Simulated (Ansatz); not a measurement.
Defect migration in zinc-blende BP: interstitial H, charge state +1. Method: PBE, PAW (plane waves to 420 eV; Ansatz, a quantum-chemistry and plane-wave program).

Cell of 64 host sites held at the relaxed PBE lattice; a 2×2×2 k-point mesh shifted by half a step; Fermi-Dirac width 0.01 eV, spin-restricted; finite-size errors left in. Energies are static. The charge state is imposed; whether it is stable for some Fermi level was not computed. Sites that were not tried may lie lower.

Barriers: single points on a 3×3×3 k-point mesh shifted by half a step at the bands' geometries.

The step: a concerted move, in which H travels most (a rearrangement that moves the defect's centre by under 1 Å). Atoms about the jump, Cartesian Å from the middle of the jump, before and after:

```json
[
 {"atom": "H1", "x0": "0.00", "y0": "0.32", "z0": "-0.30", "x1": "0.00", "y1": "-0.32", "z1": "0.30"},
 {"atom": "B2", "x0": "-1.10", "y0": "-0.14", "z0": "0.20", "x1": "-1.10", "y1": "0.20", "z1": "-0.15"},
 {"atom": "P3", "x0": "0.40", "y0": "1.35", "z0": "-1.30", "x1": "0.21", "y1": "1.24", "z1": "-1.18"},
 {"atom": "P4", "x0": "0.21", "y0": "-1.18", "z0": "1.23", "x1": "0.40", "y1": "-1.30", "z1": "1.35"},
 {"atom": "B5", "x0": "1.41", "y0": "0.04", "z0": "-2.30", "x1": "1.35", "y1": "0.03", "z1": "-2.25"},
 {"atom": "B6", "x0": "1.35", "y0": "-2.25", "z0": "0.03", "x1": "1.41", "y1": "-2.30", "z1": "0.03"},
 {"atom": "B7", "x0": "1.40", "y0": "2.35", "z0": "0.02", "x1": "1.35", "y1": "2.30", "z1": "0.03"},
 {"atom": "B8", "x0": "1.35", "y0": "0.03", "z0": "2.30", "x1": "1.40", "y1": "0.02", "z1": "2.35"},
 {"atom": "P9", "x0": "2.49", "y0": "-1.10", "z0": "-1.11", "x1": "2.49", "y1": "-1.11", "z1": "-1.10"},
 {"atom": "P10", "x0": "2.49", "y0": "1.16", "z0": "1.15", "x1": "2.49", "y1": "1.16", "z1": "1.16"},
 {"atom": "P11", "x0": "-2.09", "y0": "-1.14", "z0": "-1.12", "x1": "-2.09", "y1": "-1.12", "z1": "-1.15"},
 {"atom": "P12", "x0": "-2.09", "y0": "1.18", "z0": "1.20", "x1": "-2.09", "y1": "1.20", "z1": "1.17"},
 {"atom": "B13", "x0": "3.63", "y0": "0.03", "z0": "0.02", "x1": "3.63", "y1": "0.03", "z1": "0.03"},
 {"atom": "B14", "x0": "-0.91", "y0": "-2.24", "z0": "-2.25", "x1": "-0.91", "y1": "-2.24", "z1": "-2.25"},
 {"atom": "B15", "x0": "-0.91", "y0": "2.30", "z0": "2.30", "x1": "-0.91", "y1": "2.30", "z1": "2.30"},
 {"atom": "B16", "x0": "-0.95", "y0": "2.32", "z0": "-2.27", "x1": "-0.94", "y1": "2.35", "z1": "-2.29"},
 {"atom": "B17", "x0": "-0.94", "y0": "-2.29", "z0": "2.34", "x1": "-0.94", "y1": "-2.27", "z1": "2.32"},
 {"atom": "P18", "x0": "0.22", "y0": "-1.10", "z0": "-3.39", "x1": "0.22", "y1": "-1.11", "z1": "-3.39"},
 {"atom": "P19", "x0": "0.22", "y0": "-3.38", "z0": "-1.11", "x1": "0.22", "y1": "-3.39", "z1": "-1.10"}
]
```

**Question.** Predict the transition state.

**Answer.** 
```json
[
 {"atom": "H1", "x": "0.26", "y": "0.00", "z": "0.00"},
 {"atom": "B2", "x": "-1.00", "y": "0.02", "z": "0.03"},
 {"atom": "P3", "x": "0.26", "y": "1.25", "z": "-1.20"},
 {"atom": "P4", "x": "0.26", "y": "-1.20", "z": "1.25"},
 {"atom": "B5", "x": "1.37", "y": "0.02", "z": "-2.27"},
 {"atom": "B6", "x": "1.37", "y": "-2.27", "z": "0.03"},
 {"atom": "B7", "x": "1.37", "y": "2.31", "z": "0.03"},
 {"atom": "B8", "x": "1.37", "y": "0.02", "z": "2.32"},
 {"atom": "P9", "x": "2.50", "y": "-1.11", "z": "-1.11"},
 {"atom": "P10", "x": "2.50", "y": "1.16", "z": "1.16"},
 {"atom": "P11", "x": "-2.06", "y": "-1.14", "z": "-1.13"},
 {"atom": "P12", "x": "-2.06", "y": "1.18", "z": "1.19"},
 {"atom": "B13", "x": "3.64", "y": "0.02", "z": "0.03"},
 {"atom": "B14", "x": "-0.90", "y": "-2.26", "z": "-2.25"},
 {"atom": "B15", "x": "-0.90", "y": "2.30", "z": "2.31"},
 {"atom": "B16", "x": "-0.95", "y": "2.32", "z": "-2.27"},
 {"atom": "B17", "x": "-0.95", "y": "-2.28", "z": "2.33"},
 {"atom": "P18", "x": "0.22", "y": "-1.11", "z": "-3.39"},
 {"atom": "P19", "x": "0.22", "y": "-3.39", "z": "-1.11"}
]
```
It lies 0.098 eV above the start and 0.098 eV above the end. The saddle point's order was not checked, and it lies on a symmetry element of the cell, where a band can be held.
